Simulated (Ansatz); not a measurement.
Band structure of Zr₂Al (I4/mcm, 6 atoms in the cell).

```
Zr2Al
1.0
   -3.40325     3.40325     2.67265
    3.40325    -3.40325     2.67265
    3.40325     3.40325    -2.67265
Zr Al
4 2
Direct
  0.34860   0.15140   0.50000
  0.65140   0.84860   0.50000
  0.15140   0.65140   0.80280
  0.84860   0.34860   0.19720
  0.25000   0.25000   0.00000
  0.75000   0.75000   0.00000
```

Computed with PBEsol, PAW files made with PBE (plane waves; Ansatz, an electronic-structure program).

Settings: kpoints.mp_grid.grid = 5 5 5; hamiltonian.xc = pbesol; hamiltonian.pseudopotentials = {kind: paw} (the program's default PAW files); scf.occupations.method = gaussian; scf.occupations.width = 0.1 eV; kpoints.band_path.npoints = 8.

The starting cell comes from a database of computed structures (which also holds hypothetical and non-ambient phases and stackings), without a prior relaxation at this level. Its lattice was rescaled by a random factor within 2.5 % of one.

Levels in eV from the Fermi level, bands 24 to 31:
| point | 24 | 25 | 26 | 27 | 28 | 29 | 30 | 31 |
|---|---|---|---|---|---|---|---|---|
| Γ | -0.86 | -0.83 | -0.43 | -0.29 | -0.29 | 1.53 | 1.79 | 2.10 |
| X | -0.95 | -0.86 | -0.72 | 0.17 | 0.25 | 1.29 | 1.33 | 1.49 |
| M | -0.78 | -0.34 | -0.22 | 0.06 | 0.39 | 0.77 | 0.77 | 1.24 |
| Z | -0.70 | -0.32 | -0.19 | 0.00 | 0.89 | 0.89 | 0.90 | 1.09 |
| P | -0.59 | -0.41 | -0.41 | -0.24 | -0.24 | 0.57 | 0.57 | 2.44 |
| N | -0.48 | -0.31 | -0.31 | 0.18 | 0.18 | 0.64 | 0.64 | 1.90 |
| Z1 | -0.70 | -0.32 | -0.19 | 0.00 | 0.89 | 0.89 | 0.90 | 1.09 |

Bands cross the Fermi level along this path, so the cell is metallic at this level.

Keys are those of Ansatz 0.2.
